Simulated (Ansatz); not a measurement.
**One-dimensional Os body, 11 atoms a period**

The numbers are results of PBE (plane waves to 420 eV, PAW; Ansatz, an electronic-structure program), not measurements. Mesh 1×1×8. No spin polarisation, so a magnetic state wasn't tested. Periodic along z alone, with about 11 Å of vacuum beside it. A hypothetical model. Symmetry and one short period hold its shape; lower forms weren't sought. Pairing along the axis, which can open a gap, is among the distortions not tried. Values not marked SOC lack spin–orbit coupling. Buckling under compression is shut out by symmetry and the short period.

* **period along the axis (11 atoms)**: 8.992 Å
* **largest distance between nuclei across the axis**: 2.60 Å
* **PBE gap**: none (under 0.01 eV)
* **crossings of the Fermi level between Γ and the zone edge (49 points)**: 6, each for both spins (ideal conductance 6 × 2e²/h)
* **work function (PBE)**: 4.72 eV
* **axial stiffness dF/dε**: 72 nN

```xyz
11
Lattice="14.0000 0.0000 0.0000 0.0000 14.0000 0.0000 0.0000 0.0000 8.9916" Properties=species:S:1:pos:R:3 pbc="T T T"
Os     8.2850     7.0000     0.0000
Os     6.1120     7.9924     0.8174
Os     6.7850     5.7003     1.6349
Os     8.0765     7.7099     2.4522
Os     5.7120     7.3700     3.2697
Os     7.5174     5.8056     4.0871
Os     7.5174     8.1944     4.9045
Os     5.7120     6.6300     5.7219
Os     8.0765     6.2901     6.5394
Os     6.7850     8.2997     7.3567
Os     6.1120     6.0076     8.1742
```
